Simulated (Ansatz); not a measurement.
The starting structures come from a database of crystals and need not be the phases stable at ambient conditions.

Tunnelling through a barrier is set by its complex band structure: the current falls as exp(−2κd) with the smallest κ.

```
CELL_PARAMETERS angstrom
      7.12956     0.00000     0.00000
      3.08711     7.23333     0.00000
      2.71621    -1.15925     5.47805
ATOMIC_POSITIONS crystal
  Rb 0.69060 0.74653 0.15470
  Rb 0.30940 0.25347 0.84530
  Rb 0.97600 0.23807 0.51200
  Rb 0.02400 0.76193 0.48800
  Mo 0.35026 0.77678 0.82487
  Mo 0.64974 0.22322 0.17513
  O  0.28404 0.92081 0.62622
  O  0.71596 0.07919 0.37378
  O  0.71596 0.07919 0.91026
  O  0.28404 0.92081 0.08974
  O  0.34736 0.37170 0.32632
  O  0.65264 0.62830 0.67368
  O  0.18528 0.64538 0.90736
  O  0.81472 0.35462 0.09264
```

Space group of this cell: C2/m. The cell is taken as given.

Transport runs along the normal of the first two printed cell vectors.

No gap correction and no spin-orbit coupling; mid-gap values are interpolated between computed energies.

Task: Estimate the band gap and the smallest decay constant κ at mid-gap that r2SCAN (Ansatz, an electronic-structure program) returns for this system.

Result: Gap 4.90 eV on a 6×4×6 mesh; κ = 0.519 1/Å, at the zone centre.
